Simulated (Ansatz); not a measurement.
Base system: CdGeAs₂ in the chalcopyrite structure (space group I-42d, No. 122).

```
CELL_PARAMETERS angstrom
     -2.97099     2.97099     5.65597
      2.97099    -2.97099     5.65597
      2.97099     2.97099    -5.65597
ATOMIC_POSITIONS crystal
  Cd 0.00000 0.00000 0.00000
  Cd 0.75000 0.25000 0.50000
  Ge 0.50000 0.50000 0.00000
  Ge 0.25000 0.75000 0.50000
  As 0.87500 0.84974 0.47474
  As 0.15026 0.62500 0.02526
  As 0.37500 0.40026 0.52526
  As 0.59974 0.12500 0.97474
```

All numbers come from PBEsol (Ansatz, an electronic-structure program, PAW, no spin-orbit coupling).

One change was made to it. Results:

The density goes up by 0.18 g/cm³, from 5.57 g/cm³ to 5.75 g/cm³; the c/a ratio shrinks by 0.005 to 1.899.

Task: Which of these changes matches the shifts?
A) pressure 2.1 GPa
B) pressure −2 GPa
C) pressure 4.5 GPa

Result: A, pressure 2.1 GPa. For comparison, the density in the other runs: pressure −2 GPa gives 5.37 g/cm³; pressure 4.5 GPa gives 5.94 g/cm³.

Load acts through the strain it causes; cell and atoms are relaxed under it. No phonon test of stability was made. All final runs are without spin polarisation.
